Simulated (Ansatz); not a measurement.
# Pressure series in TaN

Start from TaN in the rock salt structure (space group Fm-3m, No. 225).

Space group Fm-3m (No. 225); a = b = c = 4.417 Å, α = β = γ = 90.00°

```
atom  site  symmetry       x       y       z
----  ----  --------  ------  ------  ------
N       4a      m-3m  0.0000  0.0000  0.0000
Ta      4b      m-3m  0.5000  0.5000  0.5000
```
(The calculation used a cell of 2 atoms; values per cell refer to that cell.)

Cell and atoms are relaxed at each pressure.

The values are results of PBE (Ansatz, an electronic-structure program, PAW, no spin-orbit coupling), not measurements.

Notes on the quantities. enthalpy: H = E + PV relative to the base's energy.

| case | enthalpy | shortest interatomic distance |
|---|---|---|
| base | – | 2.209 Å |
| pressure −2 GPa | -0.13 eV/atom | 2.213 Å |
| pressure −1 GPa | -0.07 eV/atom | 2.211 Å |
| pressure 0.3 GPa | +0.02 eV/atom | 2.208 Å |
| pressure 0.7 GPa | +0.05 eV/atom | 2.207 Å |
| pressure 1.5 GPa | +0.10 eV/atom | 2.205 Å |
| pressure 3 GPa | +0.20 eV/atom | 2.202 Å |
| pressure 5 GPa | +0.33 eV/atom | 2.198 Å |
| pressure 7.5 GPa | +0.50 eV/atom | 2.193 Å |
| pressure 10 GPa | +0.66 eV/atom | 2.188 Å |

Load acts through the strain it causes; cell and atoms are relaxed under it. No phonon test of stability was made. Competing high-pressure phases were not computed. The final runs are not spin-polarised. This is not the structure that TaN has at room temperature and ambient pressure.
